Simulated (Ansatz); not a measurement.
The starting structures come from a database of crystals and need not be the phases stable at ambient conditions.

 Where the default PAW files enter, the runs use the earlier of Ansatz's two default sets.

Input:

```xyz
20
Lattice="4.8469 0.0000 0.0000 0.0000 4.9854 0.0000 0.0000 0.0000 7.0899" Properties=species:S:1:pos:R:3 pbc="T T T"
Al     3.6248     4.8333     2.7679
Al     1.2222     0.1521     4.3220
Al     3.6456     2.3406     0.7771
Al     1.2013     2.6448     6.3129
Al     3.6456     0.1521     6.3129
Al     1.2013     4.8333     0.7771
Al     3.6248     2.6448     4.3220
Al     1.2222     2.3406     2.7679
O      4.3282     4.4770     4.6368
O      0.5187     0.5084     2.4531
O      2.9422     1.9843     5.9981
O      1.9047     3.0011     1.0919
O      2.9422     0.5084     1.0919
O      1.9047     4.4770     5.9981
O      4.3282     3.0011     2.4531
O      0.5187     1.9843     4.6368
O      4.6075     3.7391     0.0000
O      0.2394     1.2464     0.0000
O      2.6629     1.2464     3.5450
O      2.1840     3.7391     3.5450
```

Space group of this cell: Pbcn. The cell is taken as given; by r2SCAN its mean pressure is -7.5 GPa.

Level of theory: r2SCAN (plane waves, PAW; Ansatz, a program for electronic structure).

The current runs along the normal of the first two printed vectors; no spin-orbit coupling. Scaled by the factor s: all lengths (ions clamped). The meshes follow the cell: 6×6×6 and 6×6 across at s = 0.98, 6×6×4 and 6×6 across at s = 1.00, 6×6×4 and 6×6 across at s = 1.02.

```json
[
 {"s": "0.98", "mean pressure (GPa)": "8.4", "band gap (eV)": "6.95"},
 {"s": "1.00", "mean pressure (GPa)": "-7.5", "band gap (eV)": "6.20"},
 {"s": "1.02", "mean pressure (GPa)": "-19.6", "band gap (eV)": "?"}
]
```

Task: Take the slope of the band gap against ln s from the two given rows, extrapolate to s = 1.02, and say what the run there gives.

Result: Slope = (6.95 − 6.20) / ln 0.98 = -37.1 eV. The line gives 6.20 + (-37.1) × ln 1.02 = 5.46 eV. The run gives 5.49 eV, 0.03 eV over the line, 3 % of the predicted step.
